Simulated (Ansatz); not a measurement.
Phonon-limited resistivity of BaSn₅ (P6/mmm) against temperature in μΩ·cm, Ansatz (a first-principles code) with PBEsol, DFPT electron-phonon coupling, linearised Boltzmann equation, harmonic crystal at a fixed cell. x, y and z are the axes of this cell:
```
BaSn5
1.0
    5.32177     0.00000     0.00000
   -2.66089     4.60879     0.00000
    0.00000     0.00000     7.09010
Ba Sn
1 5
Direct
  0.00000   0.00000   0.50000
  0.66667   0.33333   0.78874
  0.33333   0.66667   0.21126
  0.33333   0.66667   0.78874
  0.66667   0.33333   0.21126
  0.00000   0.00000   0.00000
```

```tsv
T	ρ (x, y)	ρ (z)
50 K	2.2	9.1
77 K	[?]	16.6
100 K	5.6	[?]
150 K	8.7	35
200 K	11.8	48
250 K	14.9	60
273 K	16.3	65
300 K	17.9	71
350 K	21	83
400 K	24	94
```

Task: Fill in the missing entries.

Result: 
- 77 K, ρ (x, y): 4.1
- 100 K, ρ (z): 23

A metal at this level (no band gap). Only scattering by harmonic phonons is included (no impurities, grain boundaries, electron-electron scattering or thermal expansion). Spin-orbit coupling is left out. The squared frequency of the phonon mode least converged on the k mesh is uncertain by about 18 %. Halving the electron mesh (20x20x12) moves the resistivity by up to 15 %. Smearing 0.20 eV; phonons on a 3x3x2 q mesh, which this run doesn't test and which matters most at low temperature.

Computed structure with no diffraction record at hand here (it may be known, metastable or hypothetical): BaSn5 (P6/mmm).
